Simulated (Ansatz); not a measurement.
Where the default PAW files enter, the runs use the earlier of Ansatz's two default sets.

Inside the gap of an insulator the Bloch states are evanescent, with a wavenumber k + iκ along the transport direction.

Data:

```
CELL_PARAMETERS angstrom
      3.85047     0.00000     0.00000
      0.00000     3.85047     0.00000
      1.92523    -1.92523     2.72269
ATOMIC_POSITIONS crystal
  Li 0.00000 0.00000 0.00000
  Br 0.50000 0.50000 0.00000
```

Space group of this cell: Fm-3m, rock salt. The cell is taken as given; by PBEsol its mean pressure is -0.5 GPa.

Transport runs along the normal of the first two printed cell vectors, the (001) plane of the conventional cell.

The gap is the functional's own. No spin-orbit coupling. Mid-gap values are interpolated on the energy grid.

Problem. State the band gap and the smallest decay constant κ at mid-gap according to PBEsol (Ansatz, a quantum-chemistry and plane-wave program).

Solution. Gap 4.89 eV on a 12×12×12 mesh; κ = 0.358 1/Å, at the zone centre.
